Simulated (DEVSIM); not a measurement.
System: Ti/SiO2/p-Si capacitor, at 300 K.

Layer 1 from the left is SiO2, thickness (nm) 5.60. Layer 2 from the left is Si, thickness (nm) 960, Na (cm⁻³) 1.8e16.

Metal gate on the left, work function 4.33 eV. Fixed charge at the semiconductor interface -4.8e10 cm⁻² (in units of +e); no interface traps.

The device is made up for the run: typed textbook-type constants, with dimensions and the other settings drawn at random. Values at 300 K.

SiO2: gap (eV) 9, affinity (eV) 0.9, permittivity 3.9. Si: gap (eV) 1.124, affinity (eV) 4.05, permittivity 11.7, Nc (cm⁻³) 2.86e19, Nv (cm⁻³) 3.1e19.

**Question.** Estimate by hand the flat-band voltage, the threshold voltage, and compare with a numerical solution.

**Answer.** 
- Flat-band voltage: C = 0.617 μF/cm², work-function difference -0.651 V; VFB = φms − qNf/C = -0.64 V; numerical -0.64 V.
- Threshold voltage: φF = 0.370 V, depletion charge √(4εqNφF) = 6.65e-8 C/cm²; VT = VFB + 2φF + Qd/C = 0.21 V; numerical 0.21 V.

DEVSIM, 1D Poisson equation in equilibrium, Boltzmann statistics, complete ionisation; no quantum confinement or tunnelling. Metal contacts follow the ideal Schottky-Mott rule: no Fermi-level pinning, no interface dipoles.
